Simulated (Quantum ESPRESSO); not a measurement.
Input and output of a self-consistent single point for AlAsPt5 (P4/mmm, 7 atoms in the cell) (Quantum ESPRESSO).

Method of the run: PBEsol, GBRV 1.5 ultrasoft (PBESOL) pseudopotentials (plane waves; Quantum ESPRESSO).

```xyz
7
Lattice="3.9505 0.0000 0.0000 0.0000 3.9505 0.0000 0.0000 0.0000 7.0230" Properties=species:S:1:pos:R:3 pbc="T T T"
Al     1.9753     1.9753     0.0000
As     0.0000     0.0000     3.5115
Pt     0.0000     1.9753     1.9138
Pt     0.0000     1.9753     5.1091
Pt     1.9753     0.0000     1.9138
Pt     1.9753     0.0000     5.1091
Pt     0.0000     0.0000     0.0000
```

Reference input (self-consistent single point, DFT, PBEsol, plane waves, GBRV 1.5 ultrasoft (PBESOL) pseudopotentials): ecutwfc = 40 Ry; ecutrho = 320 Ry; occupations = smearing; smearing = fermi-dirac; degauss = 0.0099958 Ry; potentials = {Al: al_pbesol_v1.uspp.F.UPF, As: as_pbesol_v1.uspp.F.UPF, Pt: pt_pbesol_v1.4.uspp.F.UPF}; K_POINTS = automatic 6 6 3 0 0 0; conv_thr = 1e-10 Ry; mixing_beta = 0.5. This run's input differs from it in these lines:

```diff
@@ -19,3 +19,2 @@
 &ELECTRONS
-   conv_thr = 1e-10
    mixing_beta = 0.5
```

The program printed (abridged):

```
     Self-consistent Calculation

     iteration #  1     ecut=    40.00 Ry     beta= 0.50

     negative rho (up, down):  8.606E-01 0.000E+00

     total energy              =   -1097.30517255 Ry
     estimated scf accuracy    <       6.67241053 Ry

     iteration #  2     ecut=    40.00 Ry     beta= 0.50

     negative rho (up, down):  8.737E-01 0.000E+00

     total energy              =   -1099.34016142 Ry
     estimated scf accuracy    <       1.94051534 Ry

     iteration #  3     ecut=    40.00 Ry     beta= 0.50

     negative rho (up, down):  8.686E-01 0.000E+00

     total energy              =   -1099.66072212 Ry
     estimated scf accuracy    <       0.03131997 Ry

   [... 3 blocks of this kind left out ...]

     iteration #  7     ecut=    40.00 Ry     beta= 0.50

     negative rho (up, down):  8.665E-01 0.000E+00

     total energy              =   -1099.67102204 Ry
     estimated scf accuracy    <       0.00010104 Ry

     iteration #  8     ecut=    40.00 Ry     beta= 0.50

     negative rho (up, down):  8.666E-01 0.000E+00
     End of self-consistent calculation

     the Fermi energy is    18.2457 ev

!    total energy              =   -1099.67103615 Ry
     estimated scf accuracy    <       0.00000093 Ry
     smearing contrib. (-TS)   =      -0.00743735 Ry
     internal energy E=F+TS    =   -1099.66359880 Ry

     convergence has been achieved in   8 iterations

     negative rho (up, down):  8.666E-01 0.000E+00

     Forces acting on atoms (cartesian axes, Ry/au):

     atom    1 type  1   force =     0.00000000    0.00000000    0.00000000
     atom    2 type  2   force =     0.00000000    0.00000000    0.00000000
     atom    3 type  3   force =     0.00000000    0.00000000   -0.00134786
     atom    4 type  3   force =     0.00000000    0.00000000    0.00134786
     atom    5 type  3   force =     0.00000000    0.00000000   -0.00134786
   [... lines left out ...]
     Total force =     0.002696     Total SCF correction =     0.000401
   [... lines left out ...]

     negative rho (up, down):  8.666E-01 0.000E+00
          total   stress  (Ry/bohr**3)                   (kbar)     P=      -35.34
  -0.00024810   0.00000000   0.00000000          -36.50        0.00        0.00
   0.00000000  -0.00024810   0.00000000            0.00      -36.50        0.00
   0.00000000   0.00000000  -0.00022451            0.00        0.00      -33.03

   JOB DONE.
```

The run converged in 8 iterations. Against the reference run the free energy is nearly the same (within 1 meV/atom), the pressure goes from -3.75 to -3.53 GPa and the largest force goes from 0.056 to 0.035 eV/Å. The full log also holds: “SCF correction compared to forces is large: reduce conv_thr to get better values”.

The starting cell comes from a database of computed structures (which also holds hypothetical and non-ambient phases and stackings), without a prior relaxation at this level. Spin polarisation is off. With a pressure of about -4 GPa the cell is away from its equilibrium volume at this level.

Cost on one core of a shared machine: roughly 60 s.
